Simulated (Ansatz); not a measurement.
Start from Pd in the fcc (Cu type) structure (space group Fm-3m, No. 225; a = 3.8414 Å; relaxed with 0.1 eV smearing). Axes: x, y, z lie along the cube axes.

Calculations: LDA (Ansatz, an electronic-structure program; PAW; 420 eV plane waves; no SOC).

Perturbation: the cell is scaled by 0.9900 in all directions; the atoms relax in the strained cell.

Predict the stress tensor and what it implies for the stiffness.

Stress of the strained cell less that of the base (GPa, compression positive):
```
    7.4     0.0     0.0
    0.0     7.4     0.0
    0.0     0.0     7.4
```

Then B = −ΔP/(ΔV/V₀) with ΔV/V₀ = -0.0297 gives secant stiffness values (nonlinear terms included at this strain): B ≈ 248 GPa.

As a check, the harmonic strain energy −½ V₀ Δσ:ε is 9.8 meV/atom; the computed energy rise is 9.4 meV/atom.

Whether these cells are dynamically stable was not tested. The final runs are not spin-polarised.
